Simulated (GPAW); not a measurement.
Worked example: self-consistent single point of HfIr3 (Pm-3m, 4 atoms in the cell) in GPAW.

Level of theory: LDA (Perdew-Wang 92), GPAW PAW datasets LDA (gpaw-data 1.0.1) (plane waves; GPAW).

```yaml
crystal:
  lattice:
    - [3.87090, 0.00000, 0.00000]
    - [0.00000, 3.87090, 0.00000]
    - [0.00000, 0.00000, 3.87090]
  atoms:
    - { symbol: Hf, position: [0.00000, 0.00000, 0.00000] }
    - { symbol: Ir, position: [0.00000, 0.50000, 0.50000] }
    - { symbol: Ir, position: [0.50000, 0.00000, 0.50000] }
    - { symbol: Ir, position: [0.50000, 0.50000, 0.00000] }
```

Reference input (self-consistent single point, DFT PBEsol, plane waves, GPAW PAW datasets PBEsol (made by gpaw-setup)): mode = pw; ecut = 600 eV; xc = PBEsol; kpts = 7 7 7; mesh shift (steps) = 0 0 0; occupations.name = methfessel-paxton; occupations.width = 0.2 eV; occupations.order = 0; nbands = -10; convergence.forces = 0.001 eV/Å; symmetry.symmorphic = false; symmetry.tolerance = 0.0005. This run's input differs from it in these lines:

```diff
@@ -15,3 +15,3 @@
 calc = GPAW(mode={'name': 'pw', 'ecut': 600},
-            xc='PBEsol',
+            xc='LDA',
             kpts=(7, 7, 7),
```

Its files differ too (potentials: GPAW PAW datasets LDA (gpaw-data 1.0.1)).

Output (repeated stretches shortened):

```
     iter     time        total  log10-change:
                         energy   eigst   dens  force
iter:   1 --:--:--   -44.568919
iter:   2 --:--:--   -44.579663   -1.05  -1.48
iter:   3 --:--:--   -44.274845   -1.97  -1.48
iter:   4 --:--:--   -44.319906   -1.50  -1.62
iter:   5 --:--:--   -44.187462   -1.87  -1.90
iter:   6 --:--:--   -44.185536   -3.28  -2.19
iter:   7 --:--:--   -44.198646c  -2.76  -2.19
iter:   8 --:--:--   -44.171722c  -2.41  -2.13
iter:   9 --:--:--   -44.162514   -3.69  -2.39
iter:  10 --:--:--   -44.160672c  -4.77  -2.49
iter:  11 --:--:--   -44.148703c  -3.39  -2.51
iter:  12 --:--:--   -44.148349c  -4.34  -3.30
iter:  13 --:--:--   -44.148309c  -5.44  -3.48
iter:  14 --:--:--   -44.148305c  -6.15  -3.53
iter:  15 --:--:--   -44.148296c  -6.62  -3.56
iter:  16 --:--:--   -44.148271c  -6.13  -3.58
iter:  17 --:--:--   -44.148254c  -6.73  -3.65
iter:  18 --:--:--   -44.148249c  -6.81  -3.69
iter:  19 --:--:--   -44.148257c  -6.99  -3.97
iter:  20 --:--:--   -44.148251c  -7.25  -4.06c
iter:  21 --:--:--   -44.148244c  -7.09  -4.13c
iter:  22 --:--:--   -44.148254c  -6.74  -4.18c
iter:  23 --:--:--   -44.148253c  -7.84c -4.34c
iter:  24 --:--:--   -44.148239c  -7.14  -4.36c
iter:  25 --:--:--   -44.148241c  -8.42c -4.90c -29.50c
Converged after 25 iterations.

Dipole moment: (-0.000000, -0.000000, -0.000000) |e|*Ang

Energy contributions relative to reference atoms: (reference = -1862278.042373)

Kinetic:        +44.694625
Potential:      -40.084593
External:        +0.000000
XC:             -47.605108
Entropy (-ST):   -0.058222
Local:           -1.124053
SIC:             +0.000000
--------------------------
Free energy:    -44.177352
Extrapolated:   -44.148241

Showing only first 2 kpts
 Kpt  Band  Eigenvalues  Occupancy
  0    26     16.00372    0.00000
  0    27     16.00372    0.00000
  0    28     16.00372    0.00000
  0    29     17.05316    0.00000

  1    26     14.64273    0.00000
  1    27     15.05205    0.00000
  1    28     15.69256    0.00000
  1    29     16.00478    0.00000

Fermi level: 13.97082

No gap
No difference between direct/indirect transitions
Energy (eV): -44.148241

Forces in eV/Ang:
  0 Hf    0.00000    0.00000    0.00000
  1 Ir    0.00000    0.00000    0.00000
  2 Ir    0.00000   -0.00000    0.00000
  3 Ir    0.00000    0.00000    0.00000

Stress tensor:
    -0.039097     0.000000     0.000000
     0.000000    -0.039097     0.000000
     0.000000     0.000000    -0.039097
Stress (GPa, Voigt): [-6.264 -6.264 -6.264  0.     0.     0.   ]
```

The run converged in 25 iterations. GPAW prints stress with tension positive. Against the reference run the pressure goes from 13.31 to 6.26 GPa.

The starting cell comes from a database of computed structures (which also holds hypothetical and non-ambient phases and stackings), without a prior relaxation at this level. Its lattice was rescaled by a random factor within 2.5 % of one. Spin polarisation is off. With a pressure of about 6 GPa the cell is away from its equilibrium volume at this level.

Cost on one core of a shared machine: roughly 2 min.
